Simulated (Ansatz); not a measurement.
Take GeSe (space group P6_3mc, No. 186; a = 4.710 Å, c = 5.685 Å; a hypothetical phase, not in the database extracts checked) as the base.

The change: full substitution Ge → Sn; the structure is relaxed again.

Levels (all Ansatz, a first-principles code, PAW): PBEsol (420 eV, no spin-orbit coupling); PBEsol+SOC (420 eV, noncollinear with spin-orbit coupling).

The geometry is relaxed with PBEsol.

* **PBEsol width of the top valence band**: 2.66 eV
* **PBEsol pressure**: 0.00 GPa
* **PBEsol band gap**: 0.32 eV

Q: What does PBEsol+SOC give at this geometry for the width of the top valence band, pressure and band gap?

A: The width of the top valence band falls by 0.05 eV, from 2.66 eV to 2.61 eV; the pressure hardly moves (0.00 GPa against -0.03 GPa); the band gap shrinks by 0.167 eV (0.32 eV → 0.16 eV).

Single points use the geometry relaxed with PBEsol. The spin-orbit shifts are approximate. No phonon test of stability was made. As relaxed here, SnSe is a hypothetical phase, not in the database extracts checked. The zero or small gap of SnSe can change with the level of theory.
